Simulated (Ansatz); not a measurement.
**Habitual settings against a tight run: SrBi2Pd2 (P4/nmm, 10 atoms in the cell)**

Self-consistent single point.

```
CELL_PARAMETERS angstrom
      4.82617     0.00000     0.00000
      0.00000     4.82617     0.00000
      0.00000     0.00000    10.90619
ATOMIC_POSITIONS crystal
  Sr 0.00000 0.50000 0.23445
  Sr 0.50000 0.00000 0.76555
  Bi 0.00000 0.00000 0.50000
  Bi 0.50000 0.50000 0.50000
  Bi 0.00000 0.50000 0.87566
  Bi 0.50000 0.00000 0.12434
  Pd 0.00000 0.00000 0.00000
  Pd 0.50000 0.50000 0.00000
  Pd 0.00000 0.50000 0.62910
  Pd 0.50000 0.00000 0.37090
```

Method: PBEsol, PAW files made with PBE (plane waves; Ansatz, a quantum-chemistry and plane-wave program).

Base settings: basis.ecutwfc = 420 eV; kpoints.mp_grid.grid = 7 7 3; hamiltonian.xc = pbesol; hamiltonian.pseudopotentials = {kind: paw} (the program's default PAW files); scf.occupations.method = methfessel_paxton; scf.occupations.width = 0.136 eV.

Tight run (finer mesh or higher cutoff; not a proven limit): basis.ecutwfc: 420 eV → 590 eV; kpoints.mp_grid.grid: 7 7 3 → 10 10 5; scf.convergence.dr2_threshold: default (1e-07 eV) → 1e-09 eV. It gave Fermi level (on the code's own zero) 12.46 eV; pressure -1.39 GPa; largest force (vector length) 0.044 eV/Å.

Quick runs, as changes from the base:
- A: the base itself
- B: basis.ecutwfc: 420 eV → 250 eV; kpoints.mp_grid.grid: 7 7 3 → 3 3 3
- C: kpoints.mp_grid.grid: 7 7 3 → 4 4 4; scf.occupations.method: methfessel_paxton → fermi_dirac; scf.occupations.width: 0.136 eV → 0.5 eV; scf.convergence.dr2_threshold: default (1e-07 eV) → 0.0001 eV
- D: basis.ecutwfc: 420 eV → 295 eV; kpoints.mp_grid.grid: 7 7 3 → 4 4 4; hamiltonian.xc: pbesol → lda [LDA (PW92)]
- E: basis.ecutwfc: 420 eV → 210 eV; kpoints.mp_grid.grid: 7 7 3 → 2 2 2; hamiltonian.xc: pbesol → lda; kpoints.mp_grid.shift: default → 0.5 0.5 0.5 [LDA (PW92)]
- F: basis.ecutwfc: 420 eV → 335 eV; kpoints.mp_grid.grid: 7 7 3 → 6 6 6; scf.occupations.method: methfessel_paxton → fermi_dirac; scf.occupations.width: 0.136 eV → 0.2 eV; scf.convergence.dr2_threshold: default (1e-07 eV) → 0.0001 eV

Energies are extrapolated to zero smearing width, which holds to low order in the width alone.

Dashes: energy of D, E, another energy zero.

† marks runs with another functional, U, potentials or spin treatment: their distance from the tight run is not a convergence error alone.

The count of work is k-points × plane waves × bands × iterations; it is no time. 

Pressures in the table are Ansatz's without its Pulay estimate, at a fixed set of plane waves; the tight run's value above holds the estimate.

The starting cell comes from a database of computed structures (which also holds hypothetical and non-ambient phases and stackings), without a prior relaxation at this level. Its lattice was rescaled by a random factor within 2.5 % of one. Spin polarisation is off.

```
run  energy less tight (meV/atom)  pressure less tight (GPa)  largest miss in a force vector (eV/Å)  count of work / tight
---  ----------------------------  -------------------------  -------------------------------------  ---------------------
A                             0.3                      -0.09                                  0.043                   0.16
B                           751.2                     -33.92                                  0.141                  0.024
C                             5.0                       1.36                                  0.055                   0.13
D†                              –                      -8.40                                  0.222                  0.086
E†                              –                    -130.47                                  0.422                 0.0028
F                             8.9                      -0.58                                  0.024                   0.20
```

Among the runs at the tight run's level, the energy misses run from 0.3 to 751.2 meV/atom.

Keys are those of Ansatz 0.2.
